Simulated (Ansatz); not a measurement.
Element substitutions in Zr

Start from Zr in the hcp (Mg type) structure (space group P6_3/mmc, No. 194; a = 3.184 Å, c = 5.117 Å).

Each row replaces one element on all its sites; cell and atoms are relaxed.

Level of theory: PBEsol (Ansatz, a program for electronic structure, PAW, no spin-orbit coupling).

For the base:

| Property | Value |
|---|---|
| Volume per atom | 22.46 Å³ |

Task: The aim is a volume per atom between 30.37 Å³ and 33.00 Å³. Which of these changes reaches it?
A) Zr → Y
B) Zr → Nb
C) Zr → Sr

Result: A, Zr → Y. It gives 31.34 Å³; Zr → Sr gives 52.34 Å³; Zr → Nb gives 18.03 Å³. Changes not listed may reach it too

No phonon test of stability was made. For Nb in this form, whether it has been made was not checked. All final runs are without spin polarisation. This is not the structure that Sr has at room temperature and ambient pressure. This is not the structure that Nb has at room temperature and ambient pressure.
